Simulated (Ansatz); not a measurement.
Consider WB (space group I4_1/amd, No. 141; a = 3.120 Å, c = 16.860 Å). Axes: x, y, z lie along a, b, c of the conventional cell.

Calculations: PBEsol (Ansatz, a program for electronic structure, PAW, no SOC).

Now apply this change: every lattice vector is stretched by 1.57 %, atoms relaxed at fixed cell.

Question: Predict the stress tensor and what it implies for the stiffness.

Answer: Stress of the strained cell less that of the base (GPa, compression positive):
```
  -15.2     0.0     0.0
    0.0   -15.2     0.0
    0.0     0.0   -15.3
```

Then B = −ΔP/(ΔV/V₀) with ΔV/V₀ = 0.0478 gives secant stiffness values (nonlinear terms included at this strain): B (at held cell shape, above the free-shape value) ≈ 319 GPa.

As a check, the harmonic strain energy −½ V₀ Δσ:ε is 23 meV/atom; the computed energy rise is 24 meV/atom.

Whether these cells are dynamically stable was not tested. All final runs are without spin polarisation.
